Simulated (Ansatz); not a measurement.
CsCl-type NiTi (cubic form, which distorts at low temperature), treated with BLYP (PAW; Ansatz, an electronic-structure program).

Settings: plane-wave cutoff 520 eV, 18×18×18 k mesh, Fermi–Dirac smearing 0.05 eV, spin-polarised start, scalar-relativistic PAW data made under PBE.

Pressure at four volumes; x = ln(V/14.120 Å³). One pressure is withheld.

```json
[
 {"V (Å³/atom)": "13.273", "x": "-0.0619", "P (GPa)": "10.28"},
 {"V (Å³/atom)": "14.120", "x": "0.0000", "P (GPa)": "0.00"},
 {"V (Å³/atom)": "14.685", "x": "0.0392", "P (GPa)": "-5.22"},
 {"V (Å³/atom)": "14.967", "x": "0.0583", "P (GPa)": "?"}
]
```

Task: Pass a parabola P(x) through the three rows shown, estimate the bulk modulus and its pressure derivative near zero pressure, and predict the withheld pressure.

Result: Slopes between the rows: (0.00 − (10.28))/(0.0000 − (-0.0619)) = -166.07 and (-5.22 − (0.00))/(0.0392 − (0.0000)) = -133.16 GPa. Their difference over the span 0.1011 is c = 32.91/0.1011 = 325.5 GPa, so P(x) = 10.28 + (-166.07)(x − (-0.0619)) + 325.5 (x − (-0.0619))(x − (0.0000)). At the middle row B = −dP/dx = −[-166.07 + 325.5 × 0.0619] = 145.9 GPa, and B′ = dB/dP = 2c/B = 4.5. At x = 0.0583 the parabola gives -7.40 GPa; the run gives -7.44 GPa. The Birch–Murnaghan fit to the energies at all volumes has B0 = 145 GPa and B′ = 4.4.

Note: the starting moments vanished in the run, and other orders were not tried; symmetry holds this phase in the static calculation, where it need not be a minimum; the relaxation could not lower the start's symmetry, so the cell can be a saddle point above a distorted one.
